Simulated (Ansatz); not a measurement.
Levels about the gap of amorphous Ga24O39Mo (64 atoms in a cell of 813 Å³, 4.89 g/cm³; zone centre alone, so wide bands show as single levels with stretches between that a denser mesh fills), at the geometry that PBE relaxed, where it gives 0.0 GPa on a denser mesh. The participation number counts the atoms over which a state spreads; weights are charges in smoothed Voronoi cells. The levels come from a single point, so bond lengths are those of that geometry. Method of the levels: r2SCAN, scalar-relativistic without spin-orbit coupling (Ansatz, a quantum-chemistry and plane-wave program). Sampling: the zone centre alone; Fermi-Dirac width 0.01 eV; collinear spin, started from moments on atoms (the moments died out). At PBE the levels at both edges of the gap are localised (band-tail or defect states), and the nearest spread-out levels lie 2.3 eV apart at the zone centre.

Preparation: random packing, a CHGNet melt and quench, and a DFT relaxation. O atoms were pushed apart under 1.9 Å during the dynamics, to hinder bonds among them. The hot cell started wider than the set density and was brought back towards it in steps. It is the lowest in DFT energy of 2 quenches. It is a model cell: composition and starting density were chosen by hand, and all elements were melted together. No dispersion term was used. Its density started from a set value of 4.95 and ended at 4.89 g/cm³. The quench (nominally 220 K/ps over its main leg) was far faster than any real one, so the model tends to hold more defects than a real film. A cell of this size samples the disorder only roughly. Volume and shape were free in the relaxation.

| E - E(highest filled), eV | filling | spin | participation number | largest on | weight O | weight Mo | weight Ga |
|---|---|---|---|---|---|---|---|
| -0.79 | filled | up | 12.7 | O, 2 neighbours | 0.94 | 0.00 | 0.05 |
| -0.65 | filled | dn | 6.4 | O, 2 neighbours | 0.93 | 0.00 | 0.07 |
| -0.65 | filled | up | 6.4 | O, 2 neighbours | 0.93 | 0.00 | 0.07 |
| -0.43 | filled | up | 4.6 | O, 2 neighbours | 0.95 | 0.00 | 0.05 |
| -0.43 | filled | dn | 4.6 | O, 2 neighbours | 0.95 | 0.00 | 0.05 |
| 0.00 | filled | up | 3.4 | O, 2 neighbours | 0.94 | 0.00 | 0.06 |
| 0.00 | filled | dn | 3.4 | O, 2 neighbours | 0.94 | 0.00 | 0.06 |
| 1.57 | empty | up | 2.7 | Mo, 6 neighbours | 0.36 | 0.60 | 0.04 |
| 1.57 | empty | dn | 2.7 | Mo, 6 neighbours | 0.36 | 0.60 | 0.04 |
| 1.98 | empty | up | 58.3 | Ga, 5 neighbours | 0.52 | 0.01 | 0.47 |
| 1.98 | empty | dn | 58.3 | Ga, 5 neighbours | 0.52 | 0.01 | 0.47 |
| 2.51 | empty | up | 2.8 | Mo, 6 neighbours | 0.42 | 0.55 | 0.03 |
| 2.51 | empty | dn | 2.8 | Mo, 6 neighbours | 0.42 | 0.55 | 0.03 |
| 3.07 | empty | up | 3.1 | Mo, 6 neighbours | 0.43 | 0.52 | 0.05 |

Most localised among these is the empty level at +1.57 eV, on a Mo atom, which has 6 neighbours (O 1.69 Å, O 1.92 Å, O 2.01 Å, O 2.01 Å, O 2.08 Å, O 2.11 Å).
